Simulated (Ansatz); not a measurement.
Consider BeTe in the zinc blende structure (space group F-43m, No. 216).

```
BeTe
1.0
    0.00000     2.80220     2.80220
    2.80220     0.00000     2.80220
    2.80220     2.80220     0.00000
Te Be
1 1
Cartesian
  4.20331   4.20331   4.20331
  0.00000   0.00000   0.00000
```

Level of theory: PBEsol, PAW, 420 eV (Ansatz, an electronic-structure program; spin-orbit coupling left out).

One thing is altered: every Te is replaced by Se; the structure is relaxed again.

Measured band gap: BeTe 2.8 eV (temperature not stated; as listed in Das, Protik, Mohammadi, Mohammad, Bazhirov, Timur, arXiv (2018)); BeSe 4 eV (temperature not stated; as listed in Das, Protik, Mohammadi, Mohammad, Bazhirov, Timur, arXiv (2018)).

Measured lattice parameter a: BeTe 5.626 Å (temperature not stated; as listed in Fabio Bernardini, Maria Peressi, Vincenzo Fiorentini, Phys. Rev. B (2000)); BeSe 5.139 Å (temperature not stated; as listed in Fabio Bernardini, Maria Peressi, Vincenzo Fiorentini, Phys. Rev. B (2000)).

Problem. How well does PBEsol reproduce the measured shift?

Solution. With PBEsol the band gap moves by +0.63 eV (1.84 → 2.47) against +1.20 eV measured; the lattice parameter a moves by -0.476 Å (5.604 → 5.129) against -0.487 Å measured.

With Te present, leaving out spin-orbit coupling can change the band edges. Stability against distortions was not tested.
